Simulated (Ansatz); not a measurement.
## Effort and miss along a sweep of basis.ecutwfc: Ti4Ru (Fmmm, 5 atoms in the cell)

```xyz
5
Lattice="0.0000 2.4230 11.2883 1.5898 0.0000 11.2883 1.5898 2.4230 0.0000" Properties=species:S:1:pos:R:3 pbc="T T T"
Ti     1.5898     2.4230     9.2478
Ti     1.5898     2.4230    13.3287
Ti     1.5898     2.4230    18.1306
Ti     1.5898     2.4230     4.4460
Ru     0.0000     0.0000     0.0000
```

Computed with PBEsol, PAW files made with PBE (plane waves; Ansatz, a quantum-chemistry and plane-wave program).

Base settings: basis.ecutwfc = 420 eV; kpoints.mp_grid.grid = 9 9 9; hamiltonian.xc = pbesol; hamiltonian.pseudopotentials = {kind: paw} (the program's default PAW files); scf.occupations.method = gaussian; scf.occupations.width = 0.136 eV.

Misses are taken against the tightest run, 840 eV, which need not be fully converged itself. The energy is the free energy per atom.

The count of work is k-points × plane waves × bands × iterations; it is no time, and leaves out set-up, grids and terms that scale otherwise. Core times come from one kind of shared machine and are given to one figure; runs under 30 s give none.

Ansatz's pressure holds its estimate of the finite-basis (Pulay) stress, which hides part of the cutoff error; the uncorrected pressure shows it.

The starting cell comes from a database of computed structures (which also holds hypothetical and non-ambient phases and stackings), without a prior relaxation at this level. Its lattice was rescaled by a random factor within 2.5 % of one. Spin polarisation is off. In the base run, with a pressure of about -13 GPa the cell is away from its equilibrium volume at this level. Ansatz's pressure includes its estimate of the finite-basis (Pulay) stress.

```csv
basis.ecutwfc,energy less reference (meV/atom),pressure less reference (GPa),largest difference in the force on any atom (eV/Å),uncorrected pressure less reference (GPa),count of work / reference,core time / reference (rough)
170 eV,10234.35,-5.67,1.501,-339.51,0.14,–
210 eV,2705.68,0.62,0.125,-121.65,0.24,0.4
250 eV,615.49,-0.39,0.280,-37.45,0.20,–
295 eV,92.60,0.03,0.030,-7.58,0.19,–
335 eV,14.42,0.06,0.008,-1.27,0.27,–
380 eV,3.31,0.04,0.005,-0.09,0.30,–
420 eV,2.03,0.02,0.003,-0.03,0.40,0.4
485 eV,0.94,0.00,0.001,-0.03,0.41,0.5
545 eV,0.46,0.00,0.000,-0.01,0.53,0.6
630 eV,0.21,0.00,0.000,0.00,0.59,0.7
735 eV,0.06,0.00,0.000,0.00,0.82,0.8
840 eV,0.00,0.00,0.000,0.00,1.0,1
```

Coarsest setting among those run that, with all tighter ones, holds the energy within 5 meV/atom of the reference: 380 eV, off by 3.3 meV/atom; it needs 0.30 of the reference's count of work.

Coarsest setting among those run that, with all tighter ones, holds the energy within 0.5 meV/atom of the reference: 545 eV, off by 0.46 meV/atom; its saving against the reference is no more than about a factor of 2 in the count of work.

Keys are those of Ansatz 0.2.
